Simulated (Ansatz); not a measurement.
# Worked example: self-consistent single point of a (111) slab of CaPt2 (cut from a parent of space group no. 227; 12 atoms in the cell) in Ansatz

Level of theory: PBEsol, default PAW files made with PBE (plane waves; Ansatz, a first-principles code).

This input was run:

Ansatz 0.2 input:
```yaml
# CaPt2
crystal:
  lattice:
    - [5.390039, 0.000000, 0.000000]
    - [2.695019, 4.667911, 0.000000]
    - [0.000000, 0.000000, 21.151590]
  atoms:
    - { symbol: Ca, position_ang: [3.854244, 2.225249, 8.100298] }
    - { symbol: Ca, position_ang: [1.159228, 0.669280, 6.999992] }
    - { symbol: Ca, position_ang: [6.549261, 3.781218, 12.501203] }
    - { symbol: Ca, position_ang: [3.854244, 2.225249, 11.401003] }
    - { symbol: Pt, position_ang: [7.896773, 4.559205, 9.750587] }
    - { symbol: Pt, position_ang: [6.549264, 2.225249, 9.750587] }
    - { symbol: Pt, position_ang: [5.201754, 4.559205, 9.750587] }
    - { symbol: Pt, position_ang: [6.549261, 3.781218, 7.550081] }
    - { symbol: Pt, position_ang: [2.506732, 1.447262, 14.151598] }
    - { symbol: Pt, position_ang: [3.854241, 3.781218, 14.151598] }
    - { symbol: Pt, position_ang: [5.201751, 1.447262, 14.151598] }
    - { symbol: Pt, position_ang: [1.159228, 0.669280, 11.951093] }
basis:
  ecutwfc: 420.0
kpoints:
  mp_grid: { grid: [5, 5, 1] }
hamiltonian:
  xc: pbesol
  pseudopotentials: { kind: paw }
scf:
  occupations: { method: gaussian, width: 0.1 }
output:
  forces: true
  eigenvalues: true
  stress: true
```

The program printed (abridged):

```
WARN the atoms were moved onto the symmetric positions of the space group found under crystal.symmetry.tolerance 1.0e-5 (fractional …
WARN ansatz: RAYON_NUM_THREADS=1 ignored (pool sized by the plan → 1); use --threads N
Pseudopotentials: kind: paw
Pseudopotential: Ca, paw, valence charge 10
Pseudopotential: Pt, paw, valence charge 18
Crystal: 12 atoms, lattice volume = 532.179 Å³
Basis set: ecut = 420 eV, 10337 PW (Γ), exchange–correlation on 80×80×288 points (8 copies of the dense FFT grid, shifted against one another)
Bands: 111, of which v1, the nominal top of the filled ones, is band 92 counted from 1 (91 counted from 0)
Symmetry: 6 space group operations
Space group: P3m1 (ITA 156), of the structure as read, at distance tolerance 8.1e-5 Å
k-points: 5 of 25 (time reversal used)
PAW frozen core: Ca, regenerated for the run's functional, and the local potential with it
PAW frozen core: Pt, regenerated for the run's functional, and the local potential with it
Initial density: superposition of atomic densities (neutral atoms: chi_scale 0, normalization atom), corrected by the library's trained network
Initial wavefunctions: pseudopotential atomic-orbital guess
Eigensolver: davidson
Functional: x = pbesol(κ = 0.804, μ = 0.12345679012345678), c = pbesol(β = 0.046)
SCF iter   1: F=—  HF=-106251.231502 eV  |F-HF|=—  |Δ(HF+E_count)|=         —  Δρ=1.16e-2  dr2=1.49e1  ethr=1.77e-3  ⟨swp⟩=11.8  Hψ=2929  notcnv=0  defer=4
all-band conjugate gradients solve this SCF's bands
preconditioner: auto → LDOS
SCF iter   2: F=—  HF=-106250.877718 eV  |F-HF|=—  |Δ(HF+E_count)|=   3.54e-1  Δρ=7.43e-3  dr2=6.28e-1  ethr=1.77e-3  ⟨swp⟩=2.4  Hψ=822  notcnv=0  defer=59
SCF iter   3: F=—  HF=-106250.791128 eV  |F-HF|=—  |Δ(HF+E_count)|=   8.66e-2  Δρ=2.43e-3  dr2=1.44e-1  ethr=3.41e-4  ⟨swp⟩=2.0  Hψ=752  notcnv=0  defer=59
SCF iter   4: F=—  HF=-106250.783652 eV  |F-HF|=—  |Δ(HF+E_count)|=   7.48e-3  Δρ=8.80e-4  dr2=1.46e-2  ethr=7.85e-5  ⟨swp⟩=2.0  Hψ=712  notcnv=0  defer=59
SCF iter   5: F=—  HF=-106250.784391 eV  |F-HF|=—  |Δ(HF+E_count)|=   7.39e-4  Δρ=3.63e-4  dr2=2.33e-3  ethr=7.93e-6  ⟨swp⟩=2.0  Hψ=706  notcnv=0  defer=59
SCF iter   6: F=—  HF=-106250.784532 eV  |F-HF|=—  |Δ(HF+E_count)|=   1.41e-4  Δρ=1.32e-4  dr2=3.34e-4  ethr=1.27e-6  ⟨swp⟩=2.0  Hψ=708  notcnv=0  defer=59
SCF iter   7: F=—  HF=-106250.784582 eV  |F-HF|=—  |Δ(HF+E_count)|=   4.98e-5  Δρ=6.11e-5  dr2=2.99e-5  ethr=1.82e-7  ⟨swp⟩=2.0  Hψ=708  notcnv=0  defer=59
SCF iter   8: F=—  HF=-106250.785498 eV  |F-HF|=—  |Δ(HF+E_count)|=   9.16e-4  Δρ=2.53e-5  dr2=8.06e-6  ethr=1.62e-8  ⟨swp⟩=2.0  Hψ=794  notcnv=0  defer=59
SCF iter   9: F=—  HF=-106250.785505 eV  |F-HF|=—  |Δ(HF+E_count)|=   6.82e-6  Δρ=1.02e-5  dr2=9.39e-7  ethr=4.38e-9  ⟨swp⟩=2.0  Hψ=691  notcnv=0  defer=59
SCF iter  10: F=—  HF=-106250.785506 eV  |F-HF|=—  |Δ(HF+E_count)|=   1.23e-6  Δρ=4.29e-6  dr2=2.89e-7  ethr=5.10e-10  ⟨swp⟩=2.0  Hψ=713  notcnv=0  defer=59
SCF iter  11: F=-106250.785506 eV  HF=-106250.785506 eV  |F-HF|=2.22e-7  |Δ(HF+E_count)|=   3.09e-8  Δρ=2.34e-6  dr2=3.70e-8  ethr=5.43e-11  ⟨swp⟩=14.6  Hψ=2786  notcnv=0
SCF 1 converged in 11 iterations: F = -106250.785506 eV  dr2 = 3.70e-8
SCF converged after 11 iterations
Free energy (F): -106250.785506 eV
Harris-Foulkes:  -106250.785506 eV  (|F-HF|=2.22e-7)
Internal energy: -106250.732281 eV  (E = F + TS)
E sigma→0 (E₀):  -106250.758894 eV
Entropy (-TS):   -0.053225 eV (-4.435 meV/atom)
Fermi energy:    4.278402 eV
--- Per-component energies (eV) ---
  E_band       = -4393.760623
  E_kinetic    = 6216.799615
  E_local      = -169448.106657  (includes V_loc(G=0)·N_el)
  E_nonlocal   = 1882.787962
  E_hartree    = 81323.868950
  E_xc         = -2623.191510
  E_vxc        = -3096.432698  (∫ρ·V_xc dr)
  E_paw        = -77880.923317  (= ΣΔE_a)
  E_vpaw       = -2596.557864  (= ΣTr[D̂ρ^β])
  E_aug_tail   = 0.001412  (compensation charges beyond the density's cutoff)
  E_ewald      = 54275.260238
  E_core_change = 2.771027  (= ΣΔE_core)
  E_smearing   = -0.053225  (= −TS)
  E_closure    = -0.000000  (closes the sum)
  Σ components = -106250.785506   (vs F -106250.785506, Δ=0.00e0)
--- Forces (eV/Å), atoms counted from 1 ---
  atom   1  Ca    -0.00000000     0.00000000     0.56579204
  atom   2  Ca     0.00000000    -0.00000000     0.00656946
  atom   3  Ca     0.00000000     0.00000000     1.18051888
  atom   4  Ca     0.00000000     0.00000000     0.41205634
  atom   5  Pt     0.02091260     0.01207390    -0.02580634
  atom   6  Pt     0.00000000    -0.02414779    -0.02580634
  atom   7  Pt    -0.02091260     0.01207389    -0.02580634
  atom   8  Pt     0.00000000    -0.00000000     0.06843209
  atom   9  Pt     0.27293525     0.15757926    -0.80545111
  atom  10  Pt     0.00000002    -0.31515849    -0.80545111
  atom  11  Pt    -0.27293527     0.15757923    -0.80545111
  atom  12  Pt     0.00000000     0.00000000     0.26031817
  max |Σ_I F_I| component: 8.54e-5 eV/Å
--- Stress (GPa, compression-positive) ---
       -2.504033       0.000000      -0.000000
       -0.000000      -2.504033      -0.000000
       -0.000000      -0.000000      -2.192924
  P = ⅓ Tr σ = -2.4003 GPa (-24.003 kbar)
  The stress holds the Pulay correction. Without it, at fixed plane waves, as pw.x and ABINIT print it: P = -2.4147 GPa
--- Band table (eV; the first three rows and the last of 5) ---
  k-point 0: bands = ["-94.1345", "-94.0164", "-93.9914", "-93.9914", "-93.4863", "-93.4214", "-93.3960", "-93.3960", "-48.6394", "-48.4585", "-48.3144", "-48.3144", "-48.2173", "-48.2173", "-48.1711", "-48.1286", "-48.1286", "-48.0491", "-48.0187", [...]
  k-point 1: bands = ["-94.1345", "-94.0143", "-93.9935", "-93.9914", "-93.4863", "-93.4192", "-93.3981", "-93.3960", "-48.6199", "-48.4494", "-48.3147", "-48.3022", "-48.2184", "-48.2096", "-48.1632", "-48.1360", "-48.1280", "-48.0472", "-48.0347", [...]
  k-point 2: bands = ["-94.1345", "-94.0095", "-93.9984", "-93.9914", "-93.4863", "-93.4143", "-93.4031", "-93.3960", "-48.5881", "-48.4282", "-48.3134", "-48.2839", "-48.2169", "-48.1839", "-48.1619", "-48.1402", "-48.1235", "-48.1014", "-48.0833", [...]
  k-point 4: bands = ["-94.1345", "-94.0065", "-94.0013", "-93.9914", "-93.4863", "-93.4113", "-93.4061", "-93.3960", "-48.5775", "-48.4128", "-48.3267", "-48.2771", "-48.2212", "-48.1759", "-48.1620", "-48.1401", "-48.1256", "-48.0956", "-48.0870", [...]
```

The run converged in 11 iterations.

The starting cell comes from a database of computed structures (which also holds hypothetical and non-ambient phases and stackings), without a prior relaxation at this level. The slab is cut from that crystal, and its faces are unrelaxed. Its lattice was rescaled by up to half a per cent. Spin-orbit coupling is off. Spin polarisation is off. The two faces of this cut differ, and no dipole correction was used. Forces in this geometry exceed 1 eV/Å.

Cost on one core of a shared machine: roughly 30 s.
